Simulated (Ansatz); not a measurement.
Mn on the Si site in 4H silicon carbide, relaxed from 2 sites or starts (the Si(h) site; the Si(k) site); at each charge the lowest end counts.

The numbers are results of PBE, PAW (plane waves to 420 eV; Ansatz, an electronic-structure program), not measurements. Details: 96-site cell; 2×2×2 shifted k-points; host gap 2.23 eV; charged states image-corrected; no Hubbard U; finite-size errors of tenths of an eV; flagged in the runs: for some of the defects a host whose relaxation on this sampling wasn't shown to rest.

```csv
charge,neighbours at the lowest end (Å),"corrected energy + q E_VBM, against the first (eV)"
+1,"C 1.90, C 1.91, C 1.91, C 1.91",0.00
0,"C 1.95, C 1.95, C 1.95, C 1.96",1.02
−1,"C 1.99, C 2.00, C 2.00, C 2.01",2.46
−2,"C 2.04, C 2.04, C 2.04, C 2.05",4.40
```

Charges from +1 to −2 were run. The lines E(q) + q E_F give the stable charge, which changes above the valence-band maximum at (+1/0) at 1.02 eV; (0/−1) at 1.44 eV; (−1/−2) at 1.94 eV.
